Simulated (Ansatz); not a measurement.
# Ansatz run on SnTe (Fm-3m, 2 atoms in the cell): self-consistent single point

Computed with PBE (plane waves, PAW; Ansatz, a quantum-chemistry and plane-wave program).

Input as run:

Ansatz 0.2 input:
```yaml
crystal:
  lattice:
    - [0.000000, 3.124010, 3.124010]
    - [3.124010, 0.000000, 3.124010]
    - [3.124010, 3.124010, 0.000000]
  atoms:
    - { symbol: Sn, position: [0.000000, 0.000000, 0.000000] }
    - { symbol: Te, position: [0.500000, 0.500000, 0.500000] }
basis:
  ecutwfc: 30.9 Ry
kpoints:
  mp_grid: { grid: [6, 6, 6] }
hamiltonian:
  xc: pbe
  pseudopotentials: { kind: paw }
scf:
  occupations: { method: gaussian, width: 0.01 Ry }
output:
  forces: true
  eigenvalues: true
  stress: true
```

Output, abridged:

```
WARN ansatz: RAYON_NUM_THREADS=1 ignored (pool sized by the plan → 1); use --threads N
Pseudopotentials: kind: paw
Pseudopotential: Sn, paw, valence charge 14
Pseudopotential: Te, paw, valence charge 16
Crystal: 2 atoms, lattice volume = 60.977 Å³
Basis set: ecut = 420.4159175005146 eV, 1243 PW (Γ), exchange–correlation on 60×60×60 points (8 copies of the dense FFT grid, shifted against one another)
Bands: 19, of which v1, the nominal top of the filled ones, is band 15 counted from 1 (14 counted from 0)
Symmetry: 48 space group operations
Space group: Fm-3m (ITA 225), of the structure as read, at distance tolerance 3.9e-5 Å
k-points: 16 of 216
Initial density: superposition of atomic densities (neutral atoms: chi_scale 0, normalization atom), corrected by the library's trained network
Initial wavefunctions: pseudopotential atomic-orbital guess
Eigensolver: davidson
Functional: x = pbe(κ = 0.804, μ = 0.2195149727645171), c = pbe(β = 0.06672455060314922)
SCF iter   1: F=—  HF=-13004.697435 eV  |F-HF|=—  |Δ(HF+E_count)|=         —  Δρ=7.64e-4  dr2=4.92e-4  ethr=1.77e-3  ⟨swp⟩=6.1  Hψ=1541  notcnv=0
all-band conjugate gradients solve this SCF's bands
preconditioner: auto → none
SCF iter   2: F=—  HF=-13004.695955 eV  |F-HF|=—  |Δ(HF+E_count)|=   1.48e-3  Δρ=4.20e-4  dr2=1.16e-4  ethr=1.64e-6  ⟨swp⟩=2.5  Hψ=681  notcnv=0
SCF iter   3: F=—  HF=-13004.695992 eV  |F-HF|=—  |Δ(HF+E_count)|=   3.62e-5  Δρ=1.50e-4  dr2=1.11e-5  ethr=3.86e-7  ⟨swp⟩=2.0  Hψ=465  notcnv=0
SCF iter   4: F=—  HF=-13004.695998 eV  |F-HF|=—  |Δ(HF+E_count)|=   6.10e-6  Δρ=4.70e-5  dr2=1.06e-6  ethr=3.69e-8  ⟨swp⟩=2.1  Hψ=389  notcnv=0
iter 5 did not close the SCF: its close was put off for the readings that it lacked (scf_convergence_deferred on its scf_iter line)
SCF iter   5: F=-13004.695998 eV  HF=-13004.695998 eV  |F-HF|=1.08e-8  |Δ(HF+E_count)|=   4.87e-7  Δρ=8.73e-6  dr2=3.68e-8  ethr=3.55e-9  ⟨swp⟩=2.0  Hψ=545  notcnv=0
SCF iter   6: F=-13004.695998 eV  HF=-13004.695998 eV  |F-HF|=4.48e-9  |Δ(HF+E_count)|=   1.51e-8  Δρ=2.38e-6  dr2=3.20e-9  ethr=1.23e-10  ⟨swp⟩=3.9  Hψ=1425  notcnv=0
SCF 1 converged in 6 iterations: F = -13004.695998 eV  dr2 = 3.20e-9
SCF converged after 6 iterations
Free energy (F): -13004.695998 eV
Harris-Foulkes:  -13004.695998 eV  (|F-HF|=4.48e-9)
Internal energy: -13004.694013 eV  (E = F + TS)
E sigma→0 (E₀):  -13004.695006 eV
Entropy (-TS):   -0.001985 eV (-0.993 meV/atom)
Fermi energy:    10.162246 eV
--- Per-component energies (eV) ---
  E_band       = -343.499404
  E_kinetic    = 366.881562
  E_local      = -2112.831453  (includes V_loc(G=0)·N_el)
  E_nonlocal   = -342.949101
  E_hartree    = 1338.660917
  E_xc         = -508.095426
  E_vxc        = -201.470265  (∫ρ·V_xc dr)
  E_paw        = -8795.735404  (= ΣΔE_a)
  E_vpaw       = -730.455814  (= ΣTr[D̂ρ^β])
  E_aug_tail   = -0.000168  (compensation charges beyond the density's cutoff)
  E_ewald      = -2950.624941
  E_smearing   = -0.001985  (= −TS)
  E_closure    = 0.000000  (closes the sum)
  Σ components = -13004.695998   (vs F -13004.695998, Δ=0.00e0)
--- Forces (eV/Å), atoms counted from 1 ---
  atom   1  Sn    -0.00000000    -0.00000000    -0.00000000
  atom   2  Te     0.00000000     0.00000000     0.00000000
  max |Σ_I F_I| component: 3.30e-29 eV/Å
--- Stress (GPa, compression-positive) ---
        3.669839       0.000000      -0.000000
        0.000000       3.669839       0.000000
       -0.000000       0.000000       3.669839
  P = ⅓ Tr σ = 3.6698 GPa (36.698 kbar)
  The stress holds the Pulay correction. Without it, at fixed plane waves, as pw.x and ABINIT print it: P = 3.6389 GPa
--- Band table (eV; the first three rows and the last of 16) ---
  k-point 0: bands = ["-27.0572", "-27.0572", "-27.0526", "-27.0526", "-27.0526", "-11.8509", "-11.8509", "-11.8444", "-11.8444", "-11.8444", "-2.9186", "5.5039", "7.8670", "7.8670", "7.8670", "13.4871", "13.4871", "13.4871", "14.8089"]
  k-point 1: bands = ["-27.0571", "-27.0571", "-27.0525", "-27.0524", "-27.0524", "-11.8524", "-11.8524", "-11.8440", "-11.8427", "-11.8427", "-2.6780", "4.2790", "7.9100", "7.9100", "8.6953", "12.3975", "12.3975", "12.4644", "14.8028"]
  k-point 2: bands = ["-27.0570", "-27.0570", "-27.0523", "-27.0520", "-27.0520", "-11.8560", "-11.8560", "-11.8433", "-11.8389", "-11.8389", "-2.0474", "2.5054", "8.0680", "8.0680", "9.5110", "11.0101", "11.0101", "11.1167", "15.9631"]
  k-point 15: bands = ["-27.0575", "-27.0566", "-27.0525", "-27.0516", "-27.0511", "-11.8675", "-11.8499", "-11.8448", "-11.8367", "-11.8325", "-1.1751", "2.8090", "4.6769", "5.5807", "8.1496", "12.2388", "13.4745", "15.6108", "15.7928"]
```

The run converged in 6 iterations.

The starting cell comes from a database of computed structures (which also holds hypothetical and non-ambient phases and stackings), without a prior relaxation at this level. Its lattice was rescaled by a random factor within 2.5 % of one. Spin-orbit coupling is off. With a pressure of about 4 GPa the cell is away from its equilibrium volume at this level. Ansatz's pressure includes its estimate of the finite-basis (Pulay) stress. A gap is left out here, as mesh or smearing make it unsure.
